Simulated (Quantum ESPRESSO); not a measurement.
**One base run on Zr₂CuSb₃ (P-4m2, 6 atoms in the cell) and variants with one or two settings moved**

```xyz
6
Lattice="3.9404 0.0000 0.0000 0.0000 3.9404 0.0000 0.0000 0.0000 8.6971" Properties=species:S:1:pos:R:3 pbc="T T T"
Cu     0.0000     0.0000     0.0000
Zr     0.0000     1.9702     6.4054
Zr     1.9702     0.0000     2.2917
Sb     1.9702     1.9702     0.0000
Sb     0.0000     1.9702     3.3353
Sb     1.9702     0.0000     5.3618
```

Base run A: LDA (PZ), PSlibrary ultrasoft (LDA) pseudopotentials in Quantum ESPRESSO, self-consistent single point.

Its settings: ecutwfc = 55 Ry; ecutrho = 330 Ry; occupations = smearing; smearing = marzari-vanderbilt; degauss = 0.0073499 Ry; K_POINTS = automatic 5 5 2 0 0 0; conv_thr = 1e-10 Ry; mixing_beta = 0.7.

The starting cell comes from a database of published, mostly measured structures (it also holds non-ambient and calculated ones), without a prior relaxation at this level. Spin polarisation is off. In the base run, with a pressure of about -7 GPa the cell is away from its equilibrium volume at this level. Without a gap this mesh is coarse (it stands for a supercell whose shortest vector is 17 Å).

ΔF is the free energy per atom less that of run A. A dash stands where there is no value to compare (another energy zero or no entropy term, no result, no spin, no clean gap, or a mesh too coarse for one). Total energies depend on the potentials, the functional and any Hubbard or dispersion term, so they are compared only between runs that share all of them.

Run A gave: pressure (GPa) -6.87; largest force (eV/Å) 0.260; k-points 12.

Runs:
- B: parallel starting moments (1 0 0 0 0 0 μB); nspin: default → 2
- C: lattice scaled by 1.015
- D: K_POINTS: automatic 5 5 2 0 0 0 → automatic 4 4 2 1 1 1
- E: K_POINTS: automatic 5 5 2 0 0 0 → automatic 2 2 1 0 0 0
- F: nbnd: default → 29
- G: nosym: default → true
- H: occupations: smearing → tetrahedra_opt; smearing: marzari-vanderbilt → default; degauss: 0.0073499 Ry → default
- I: pseudopotentials: {Cu: Cu.pz-dn-rrkjus_psl.1.0.0.UPF, Zr: Zr.pz-spn-rrkjus_psl.1.0.0.UPF, Sb: Sb.pz-n-rrkjus_psl.1.0.0.UPF} → {Cu: Cu.pz-dn-kjpaw_psl.1.0.0.UPF, Zr: Zr.pz-spn-kjpaw_psl.1.0.0.UPF, Sb: Sb.pz-n-kjpaw_psl.1.0.0.UPF}
- J: diago_david_ndim: default → 3

Problem. What does run C change against A?

Solution. The free energy goes up by 53.6 meV/atom, the pressure goes from -6.87 to -10.01 GPa and the largest force goes from 0.260 to 0.290 eV/Å.

| run | ΔF (meV/atom) | pressure (GPa) | largest force (eV/Å) | k-points |
|---|---|---|---|---|
| A | 0.00 | -6.87 | 0.260 | 12 |
| B | 0.00 | -6.87 | 0.260 | 12 |
| C | 53.6 | -10.01 | 0.290 | 12 |
| D | -1.61 | -6.73 | 0.472 | 3 |
| E | 44.5 | -8.08 | 0.431 | 3 |
| F | 0.00 | -6.87 | 0.260 | 12 |
| G | 0.00 | -6.87 | 0.260 | 26 |
| H | 6.1 | -6.90 | 0.192 | 12 |
| I | – | -6.95 | 0.259 | 12 |
| J | 0.00 | -6.87 | 0.260 | 12 |
